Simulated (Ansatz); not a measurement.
## Bulk modulus of Sc2B2P (model structure, started from the Ti2InB2 type, P-6m2, No. 187, 5 atoms in the cell) at several levels of theory

No measured value is used here.

```csv
level (code),value (GPa),cell (Å³/atom)
LDA (Ansatz),[?],12.38
PBE (Ansatz),141,13.07
PBEsol (Ansatz),149,12.71
r²SCAN (Ansatz),141,13.15
```

### Question
Complete the blanks.

### Answer

- LDA (Ansatz, a first-principles code), value (GPa): 158

The crystal itself was run without spin with LDA, PBE, PBEsol, r²SCAN; a magnetic state was not tried in these runs. LDA, PBE, PBEsol, r²SCAN: the bulk modulus is −V dP/dV from two relaxed cells at ±2 % in volume. Each level is taken at its own relaxed cell. Cutoffs differ between the levels. Ansatz's density-functional and Hartree–Fock values are scalar-relativistic unless marked +SOC, with PAW data made under PBE.

A model structure was made by putting elements into a prototype or built by hand; it is no filed structure, need not be a known phase, and can be a saddle point held by its symmetry.
